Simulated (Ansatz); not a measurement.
Functionals compared on OH on the (0001) surface of wurtzite GaN (2x2 N adatom at H3; a constructed slab, bottom: 3 H on 4 bottom sites), one in a cell of 36 Å², started at the site 'over Ga at depth 1.1 Å #2', in Ansatz (plane waves, PAW). The structure was relaxed with PBE; the other rows are single points on it, each with its references at the same level. Cutoff 420 eV (500 eV for r2SCAN). The points keep PBE's geometry, so the relaxation of a polaron and the settling of charge on one site are left out.

Host crystal: wurtzite GaN, with a band gap (PBE, scalar-relativistic without spin-orbit coupling).

Set-up: 46 atoms, 13.4 Å thick at the start with caps and adatoms under the adsorbate (thin: gaps and levels are the slab's own); mesh 4x4x1; 0.01 eV smearing; dipole correction on; 23 atoms held, the rest relaxed; no symmetry held; spin-polarised, ending with about 1.0 μB a cell; orders that need a larger cell were not tried, no spin-orbit, no U, no dispersion correction. At the end it is bonded to Ga. In PBE it is, or lies within 0.03 eV of, the lowest of the starts that converged. These notes are the PBE run's. r2SCAN: The program's check for a lower electronic state was not made. Adsorption energies are against H2O(g) − ½ H2(g). A negative adsorption energy means that the adsorbate is more stable on the surface than in its reference.

```csv
functional,adsorption energy (eV),gap of the slab on its k-mesh (eV),highest filled level below the top vacuum level (eV),magnetic moment of the cell (μB)
PBE,-0.35,1.00,6.26,1.00
RPBE,-0.27,1.05,6.14,1.00
r2SCAN,…,…,…,1.00
```

Problem. Complete the blanks.

Solution. 
- r2SCAN, adsorption energy (eV): -0.78
- r2SCAN, gap of the slab on its k-mesh (eV): 1.70
- r2SCAN, highest filled level below the top vacuum level (eV): 6.41

Ansatz is a first-principles code.
